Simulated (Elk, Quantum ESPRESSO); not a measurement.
A Quantum ESPRESSO input for a self-consistent single point of BeSe (F-43m, 2 atoms in the cell) (DFT, PBE, plane waves, GBRV 1.5 ultrasoft (PBE) pseudopotentials):

```fortran
&control
    calculation = 'scf'
    prefix = 'pwscf'
    outdir = './tmp/'
    pseudo_dir = './'
    tprnfor = .true.
    tstress = .true.
/
&system
    ibrav = 0
    nat = 2
    ntyp = 2
    ecutwfc = 40
    ecutrho = 200
    occupations = 'fixed'
    nbnd = 9
/
&electrons
    conv_thr = 1.0d-9
/
ATOMIC_SPECIES
Be     9.0122  be_pbe_v1.4.uspp.F.UPF
Se    78.9710  se_pbe_v1.uspp.F.UPF
ATOMIC_POSITIONS bohr
Be    0.0000000000    0.0000000000    0.0000000000
Se    2.4554146952    2.4554146952    2.4554146952
K_POINTS automatic
11 11 11  0 0 0
CELL_PARAMETERS angstrom
   0.0000000000     2.5986990000     2.5986990000
   2.5986990000     0.0000000000     2.5986990000
   2.5986990000     2.5986990000     0.0000000000
```

**Question.** Write the same calculation as an input for Elk.

**Answer.** This is the input that was run; spellings and numerical settings could be chosen otherwise.

```
tasks
  0

xctype
  20

rgkmax
  8.0

gmaxvr
  16.0

nxlo
  2

lorbcnd
  .true.

rmtscf
  0.95

lmaxi
  3

stype
  0

swidth
  0.0001

maxscl
  100

avec
    0.0000000000    4.9108293903    4.9108293903
    4.9108293903    0.0000000000    4.9108293903
    4.9108293903    4.9108293903    0.0000000000

sppath
  './'

atoms
  2
  'Be.in'
  1
  0.0000000000  0.0000000000  0.0000000000    0.0 0.0 0.0
  'Se.in'
  1
  0.2500000000  0.2500000000  0.2500000000    0.0 0.0 0.0

ngridk
  11 11 11
```

Basis, cutoffs, solver keys and any potentials are the target program's own. This input uses DFT, PBE, all-electron FP-LAPW, Elk's shipped species files, APW+lo basis with extra local orbitals. Both were run: gap on the mesh 2.740 eV in Quantum ESPRESSO and 2.750 in Elk.

On Quantum ESPRESSO: the starting cell comes from a database of computed structures (which also holds hypothetical and non-ambient phases and stackings), without a prior relaxation at this level. Its lattice was rescaled by a random factor within 2.5 % of one.

On Elk: the starting cell comes from a database of computed structures (which also holds hypothetical and non-ambient phases and stackings), without a prior relaxation at this level. Its lattice was rescaled by a random factor within 2.5 % of one. Values depend on the basis (sphere radii, cutoffs, local orbitals), which need not be converged.
